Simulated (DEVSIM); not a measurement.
System: Schottky contact on n-type Si, at 350 K.

Layer 1 from the left is Si, thickness (μm) 1.20, Nd (cm⁻³) 1.9e15, τn (s) 5.1e-7, τp (s) 5.1e-7.

Left contact: Schottky, work function 4.76 eV, emission velocity 4.1e6 cm/s. Right contact: ohmic. Voltage is applied to the left contact. Recombination: SRH at mid-gap, Auger. Mobility is μmin + (μ − μmin)/(1 + (N/Nref)^α).

Constants are typed, rounded textbook-type inputs, not results; the design itself was drawn at random and stands for no fabricated device. Values at 300 K; Nc and Nv go as T^1.5, mobilities as T to minus their exponent, the gap by Varshni's rule with the affinity fixed.

Si: gap (eV) 1.124, affinity (eV) 4.05, permittivity 11.7, Nc (cm⁻³) 2.86e19, Nv (cm⁻³) 3.1e19, μn (cm²/Vs) 1417, μp (cm²/Vs) 470, μn,min 52, μp,min 45, Nref,n 9.7e16, Nref,p 2.2e17, αn 0.68, αp 0.72, T exponent of μn 2.3, T exponent of μp 2.2, Cn (cm⁶/s) 2.8e-31, Cp (cm⁶/s) 9.9e-32, Varshni α (eV/K) 0.000473, Varshni β (K) 636.

Model (solved in DEVSIM): 1D drift-diffusion, Boltzmann statistics, complete ionisation; no tunnelling, impact ionisation, image-force lowering or self-heating. Metal contacts follow the ideal Schottky-Mott rule: no Fermi-level pinning, no interface dipoles.

Dark forward current:

| |V| (V) | |J| (A/cm²) |
|---|---|
| 0.05 | 0.004524 |
| 0.10 | 0.02759 |
| 0.15 | 0.1443 |
| 0.20 | 0.7231 |
| 0.25 | 3.436 |
| 0.30 | 14.28 |
| 0.35 | 45.08 |
| 0.40 | 102.4 |
| 0.45 | 181.5 |
| 0.50 | 275.2 |
| 0.55 | 378.2 |
| 0.60 | 487.1 |
| 0.65 | 599.9 |
| 0.70 | 715.1 |
| 0.75 | 832.0 |
| 0.80 | 949.9 |
| 0.85 | 1069 |
| 0.90 | 1188 |
| 0.95 | 1307 |
| 1.00 | 1426 |
| 1.05 | 1546 |
| 1.10 | 1666 |
| 1.15 | 1785 |
| 1.20 | 1905 |
| 1.25 | 2025 |

Question: Work out the local ideality factor n = ΔV / (kT/q · ln(J2/J1)) between the rows 0.15 and 0.20 V, 1.20 and 1.25 V.

Answer: kT/q = 30.16 mV. From 0.15 to 0.20 V: ln(0.7231/0.1443) = 1.612, n = 1.03, near the 1 of diffusion or emission over a barrier. From 1.20 to 1.25 V: ln(2025/1905) = 0.061, n = 27.14.

Question: Estimate the current at 0.15 V for emission alone, J0 = q v N_band exp(−φB/kT), and read the barrier back from the simulated current.

Answer: φB = 0.710 eV, N_band = 3.60e19 cm⁻³, J0 = 0.00141 A/cm²; J = J0 (exp(qV/kT) − 1) = 0.203 A/cm². The simulation gives 0.144 A/cm²; the estimate lies 41 % above. Read backwards, the simulated current gives an apparent barrier of 0.720 eV. The estimate leaves out transport through the depletion region and minority injection.
